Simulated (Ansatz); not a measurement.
Results of PBEsol in Ansatz (plane waves, PAW) for Be (Im-3m, No. 229, 1 atom in the cell; start mp-20; high-temperature phase).

Run with plane-wave cutoff 520 eV, 30×30×30 k mesh, Fermi–Dirac smearing 0.05 eV, scalar-relativistic PAW data made under PBE.

Cell (relaxed at this level):

```cif
data_Be2
_chemical_formula_sum 'Be2'
_space_group_name_H-M_alt 'Im-3m'
_space_group_IT_number 229
_space_group_name_Hall '-I 4 2 3'
_cell_length_a 2.49225
_cell_length_b 2.49225
_cell_length_c 2.49225
_cell_angle_alpha 90.000
_cell_angle_beta 90.000
_cell_angle_gamma 90.000
loop_
_atom_site_label
_atom_site_type_symbol
_atom_site_symmetry_multiplicity
_atom_site_Wyckoff_symbol
_atom_site_fract_x
_atom_site_fract_y
_atom_site_fract_z
_atom_site_occupancy
Be1 Be 2 a 0.00000 0.00000 0.00000 1
```
(The calculation used a cell of 1 atom; values per cell refer to that cell.)

Question: What does this level give for the bulk modulus?

Answer: 
* **bulk modulus**: 125 GPa

The run finds no gap.

Note: the bulk modulus is −V dP/dV from two relaxed cells at ±2 % in volume; the relaxation could not lower the start's symmetry, so the cell can be a saddle point above a distorted one.

Computed values are for the static lattice.

The result took around 18 core-seconds (rough).

A start named mp-… is a Materials Project structure, which need not be a measured phase.

Ansatz is a quantum-chemistry and plane-wave program.
